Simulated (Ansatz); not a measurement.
Data:

```
CELL_PARAMETERS angstrom
      0.00000     2.53613     2.53613
      2.53613     0.00000     2.53613
      2.53613     2.53613     0.00000
ATOMIC_POSITIONS crystal
  Pb 0.00000 0.00000 0.00000
```

No spin polarisation.

Method: Kohn–Sham DFT with the PBE functional, run in Ansatz (an electronic-structure program) with PAW and 420 eV plane waves, no SOC. Settings: 23×23×23 k-points, 0.1 eV Fermi–Dirac smearing.

Problem. Estimate the band gap.

Solution. Zero.

Problem. What is the computed space group?

Solution. Fm-3m (No. 225).

Problem. Estimate the pressure.

Solution. -0.7 GPa.

The cells carry an imposed strain or load. Stability against distortions was not tested. The cell was made from Pb in the fcc (Cu type) structure (space group Fm-3m, No. 225) by this change: isotropic strain +0.64 %.
